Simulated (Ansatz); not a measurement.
Start from Ga2O3 in the corundum structure (space group R-3c, No. 167; a = 5.0577 Å, c = 13.6230 Å (hexagonal axes)). Axes: x lies along a and z along c of the hexagonal cell.

Method: DFT with PBE, PAW potentials and a 420 eV plane-wave cutoff in Ansatz (a program for electronic structure), spin-orbit coupling left out.

Now apply this change: the cell is scaled by 1.0150 in all directions, atoms relaxed at fixed cell.

**Question.** Predict the stress tensor and what it implies for the stiffness.

**Answer.** Stress of the strained cell less that of the base (GPa, compression positive):
```
  -8.42    0.00    0.00
   0.00   -8.42    0.00
   0.00    0.00   -7.40
```

Then B = −ΔP/(ΔV/V₀) with ΔV/V₀ = 0.0457 gives secant stiffness values (nonlinear terms included at this strain): B (at held cell shape, above the free-shape value) ≈ 177 GPa.

As a check, the harmonic strain energy −½ V₀ Δσ:ε is 11 meV/atom; the computed energy rise is 12 meV/atom.

Whether these cells are dynamically stable was not tested.
